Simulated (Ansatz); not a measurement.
## GaN: tensor shear ε_xy = +1.71 %

Take GaN in the zinc blende structure (space group F-43m, No. 216; a = 4.498 Å) as the base. Axes: x, y, z lie along the cube axes.

Perturbation: tensor shear ε_xy = +1.71 % (engineering shear γ = 0.0342), atoms relaxed at fixed cell.

Calculations: r2SCAN, PAW, 500 eV (Ansatz, a quantum-chemistry and plane-wave program; no spin-orbit coupling). Γ-centred 13×13×13 mesh, Fermi–Dirac width 0.05 eV.

```json
[
 {"quantity": "volume per atom", "base": "11.37 Å³", "changed": "11.37 Å³", "shift": "0.00 Å³"},
 {"quantity": "space group", "base": "F-43m (No. 216)", "changed": "Imm2 (No. 44)", "shift": "–"},
 {"quantity": "shortest interatomic distance", "base": "1.948 Å", "changed": "1.939 Å", "shift": "-0.009 Å"},
 {"quantity": "energy relative to the base (free energy F)", "base": "0 meV/atom", "changed": "+6.7 meV/atom", "shift": "+6.7 meV/atom"},
 {"quantity": "pressure (mean of the normal stresses, compression positive)", "base": "0.00 GPa", "changed": "0.07 GPa", "shift": "+0.07 GPa"},
 {"quantity": "band gap", "base": "2.17 eV", "changed": "2.03 eV", "shift": "-0.14 eV"},
 {"quantity": "gap character", "base": "direct at Γ", "changed": "direct at Γ", "shift": "–"},
 {"quantity": "valence-band top at Γ (three highest levels, from the VBM)", "base": "0.00, 0.00, 0.00 eV", "changed": "0.00, -0.12, -0.23 eV", "shift": "–"},
 {"quantity": "largest internal atomic displacement", "base": "–", "changed": "0.011 Å", "shift": "–"},
 {"quantity": "stress (xx, yy, zz, yz, xz, xy; compression positive)", "base": "–", "changed": "(0.12, 0.12, -0.02, 0.00, 0.00, -5.52) GPa", "shift": "–"}
]
```

The cells carry an imposed strain or load. Whether these cells are dynamically stable was not tested. This is not the structure that GaN has at room temperature and ambient pressure. k-point labels follow each cell's own Brillouin zone.
